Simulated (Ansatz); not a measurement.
## Ansatz run on MgNiF6 (R3, 8 atoms in the cell): self-consistent single point

Computed with PBEsol, default PAW files made with PBE (plane waves; Ansatz, a program for electronic structure).

Input as run:

Ansatz 0.2 input:
```yaml
crystal:
  lattice:
    - [2.413482, 1.393424, 4.378865]
    - [-2.413482, 1.393424, 4.378865]
    - [0.000000, -2.786849, 4.378865]
  atoms:
    - { symbol: Mg, position: [0.503806, 0.503806, 0.503806] }
    - { symbol: Ni, position: [0.000000, 0.000000, 0.000000] }
    - { symbol: F, position: [0.372970, 0.769367, 0.094150] }
    - { symbol: F, position: [0.627030, 0.230633, 0.905850] }
    - { symbol: F, position: [0.094150, 0.372970, 0.769367] }
    - { symbol: F, position: [0.905850, 0.627030, 0.230633] }
    - { symbol: F, position: [0.769367, 0.094150, 0.372970] }
    - { symbol: F, position: [0.230633, 0.905850, 0.627030] }
basis:
  ecutwfc: 30.9 Ry
kpoints:
  mp_grid: { grid: [5, 5, 5] }
hamiltonian:
  xc: pbesol
  pseudopotentials: { kind: paw }
scf:
  occupations: { method: gaussian, width: 0.0073 Ry }
output:
  forces: true
  eigenvalues: true
  stress: true
```

Log, with long lists cut:

```
WARN ansatz: RAYON_NUM_THREADS=1 ignored (pool sized by the plan → 1); use --threads N
Pseudopotentials: kind: paw
Pseudopotential: Mg, paw, valence charge 10
Pseudopotential: Ni, paw, valence charge 18
Pseudopotential: F, paw, valence charge 7
Crystal: 8 atoms, lattice volume = 88.357 Å³
Basis set: ecut = 420.4159175005146 eV, 1707 PW (Γ), exchange–correlation on 72×72×72 points (8 copies of the dense FFT grid, shifted against one another)
Bands: 43, of which v1, the nominal top of the filled ones, is band 35 counted from 1 (34 counted from 0)
Symmetry: 3 space group operations
Space group: R3 (ITA 146), of the structure as read, at distance tolerance 4.5e-5 Å
k-points: 23 of 125 (time reversal used)
PAW frozen core: Mg, regenerated for the run's functional, and the local potential with it
PAW frozen core: Ni, regenerated for the run's functional, and the local potential with it
PAW frozen core: F, regenerated for the run's functional, and the local potential with it
Initial density: superposition of atomic densities (neutral atoms: chi_scale 0, normalization atom), corrected by the library's trained network
Initial wavefunctions: pseudopotential atomic-orbital guess
Eigensolver: davidson
Functional: x = pbesol(κ = 0.804, μ = 0.12345679012345678), c = pbesol(β = 0.046)
SCF iter   1: F=—  HF=-12520.607082 eV  |F-HF|=—  |Δ(HF+E_count)|=         —  Δρ=1.57e-2  dr2=1.18e-1  ethr=1.77e-3  ⟨swp⟩=5.9  Hψ=3989  notcnv=0  defer=10
all-band conjugate gradients solve this SCF's bands
preconditioner: auto → Resta (q_TF=auto, 2.624 Å⁻¹)
SCF iter   2: F=—  HF=-12520.566087 eV  |F-HF|=—  |Δ(HF+E_count)|=   4.10e-2  Δρ=2.69e-3  dr2=3.57e-3  ethr=1.69e-4  ⟨swp⟩=2.0  Hψ=1895  notcnv=0  defer=69
SCF iter   3: F=—  HF=-12520.566226 eV  |F-HF|=—  |Δ(HF+E_count)|=   1.38e-4  Δρ=1.73e-3  dr2=1.57e-3  ethr=5.10e-6  ⟨swp⟩=2.7  Hψ=1631  notcnv=0  defer=69
SCF iter   4: F=—  HF=-12520.566595 eV  |F-HF|=—  |Δ(HF+E_count)|=   3.69e-4  Δρ=2.44e-3  dr2=3.65e-3  ethr=2.25e-6  ⟨swp⟩=2.0  Hψ=1769  notcnv=0  defer=69
SCF iter   5: F=—  HF=-12520.566261 eV  |F-HF|=—  |Δ(HF+E_count)|=   3.34e-4  Δρ=2.74e-4  dr2=4.15e-5  ethr=2.25e-6  ⟨swp⟩=2.2  Hψ=1362  notcnv=0  defer=69
SCF iter   6: F=—  HF=-12520.566276 eV  |F-HF|=—  |Δ(HF+E_count)|=   1.53e-5  Δρ=1.34e-4  dr2=1.06e-5  ethr=5.92e-8  ⟨swp⟩=2.0  Hψ=1567  notcnv=0  defer=69
SCF iter   7: F=—  HF=-12520.566276 eV  |F-HF|=—  |Δ(HF+E_count)|=   1.08e-7  Δρ=5.77e-5  dr2=1.91e-6  ethr=1.52e-8  ⟨swp⟩=2.0  Hψ=1271  notcnv=0  defer=69
SCF iter   8: F=—  HF=-12520.566276 eV  |F-HF|=—  |Δ(HF+E_count)|=   1.93e-7  Δρ=1.83e-5  dr2=2.52e-7  ethr=2.73e-9  ⟨swp⟩=2.1  Hψ=1298  notcnv=0  defer=69
SCF iter   9: F=-12520.566276 eV  HF=-12520.566276 eV  |F-HF|=7.76e-9  |Δ(HF+E_count)|=   5.70e-8  Δρ=5.00e-6  dr2=1.53e-8  ethr=1.43e-10  ⟨swp⟩=10.0  Hψ=4170  notcnv=0
SCF 1 converged in 9 iterations: F = -12520.566276 eV  dr2 = 1.53e-8
SCF converged after 9 iterations
Free energy (F): -12520.566276 eV
Harris-Foulkes:  -12520.566276 eV  (|F-HF|=7.76e-9)
Internal energy: -12520.566276 eV  (E = F + TS)
E sigma→0 (E₀):  -12520.566276 eV
Fermi energy:    3.152776 eV
--- Per-component energies (eV) ---
  E_band       = -1150.529465
  E_kinetic    = 1583.299438
  E_local      = -10362.083959  (includes V_loc(G=0)·N_el)
  E_nonlocal   = 1161.203936
  E_hartree    = 4066.744441
  E_xc         = -581.934521
  E_vxc        = -751.011897  (∫ρ·V_xc dr)
  E_paw        = -3022.134205  (= ΣΔE_a)
  E_vpaw       = -915.445059  (= ΣTr[D̂ρ^β])
  E_aug_tail   = 0.013303  (compensation charges beyond the density's cutoff)
  E_ewald      = -5366.185515
  E_core_change = 0.510807  (= ΣΔE_core)
  E_smearing   = -0.000000  (= −TS)
  E_closure    = -0.000000  (closes the sum)
  Σ components = -12520.566276   (vs F -12520.566276, Δ=0.00e0)
--- Forces (eV/Å), atoms counted from 1 ---
  atom   1  Mg    -0.00000000     0.00000001    -0.38726218
  atom   2  Ni    -0.00000000    -0.00000001     0.22256140
  atom   3  F     -0.13433819    -0.04814951    -0.04560874
  atom   4  F      0.17039496    -0.07147240     0.10051262
  atom   5  F      0.10886780    -0.09226552    -0.04560874
  atom   6  F     -0.02330056     0.18330256     0.10051263
  atom   7  F      0.02547039     0.14041504    -0.04560873
  atom   8  F     -0.14709439    -0.11183016     0.10051262
  max |Σ_I F_I| component: 1.09e-5 eV/Å
--- Stress (GPa, compression-positive) ---
       -0.508739      -0.000001      -0.000000
        0.000001      -0.508739       0.000000
        0.000000       0.000000      -0.914419
  P = ⅓ Tr σ = -0.6440 GPa (-6.440 kbar)
  The stress holds the Pulay correction. Without it, at fixed plane waves, as pw.x and ABINIT print it: P = -1.5464 GPa
--- Band table (eV; the first three rows and the last of 23) ---
  k-point 0: bands = ["-101.5564", "-68.9374", "-62.0483", "-62.0214", "-62.0214", "-35.8980", "-35.8980", "-35.8840", "-19.3113", "-18.2605", "-18.2506", "-18.2506", "-18.1427", "-18.1427", "-3.0515", "-2.5648", "-2.5648", "-1.7991", "-1.6478", [...]
  k-point 1: bands = ["-101.5564", "-68.9374", "-62.0483", "-62.0214", "-62.0214", "-35.8981", "-35.8980", "-35.8840", "-19.2241", "-18.3143", "-18.2694", "-18.2455", "-18.1749", "-18.1488", "-2.9514", "-2.6347", "-2.5834", "-1.8657", "-1.7197", [...]
  k-point 2: bands = ["-101.5564", "-68.9374", "-62.0483", "-62.0215", "-62.0214", "-35.8982", "-35.8980", "-35.8840", "-19.0252", "-18.5023", "-18.2904", "-18.2266", "-18.1990", "-18.1638", "-2.7801", "-2.7278", "-2.6127", "-1.9767", "-1.7149", [...]
  k-point 22: bands = ["-101.5564", "-68.9374", "-62.0483", "-62.0214", "-62.0214", "-35.8981", "-35.8980", "-35.8841", "-18.9821", "-18.5510", "-18.3046", "-18.2742", "-18.1625", "-18.1425", "-2.8735", "-2.7300", "-2.4626", "-1.6656", "-1.5542", [...]
```

The run converged in 9 iterations.

The starting cell comes from a database of computed structures (which also holds hypothetical and non-ambient phases and stackings), without a prior relaxation at this level. Its lattice was rescaled by up to half a per cent. One atom was moved a little off its site on purpose. Ansatz's pressure includes its estimate of the finite-basis (Pulay) stress. Without the estimate this run gives -1.55 GPa.
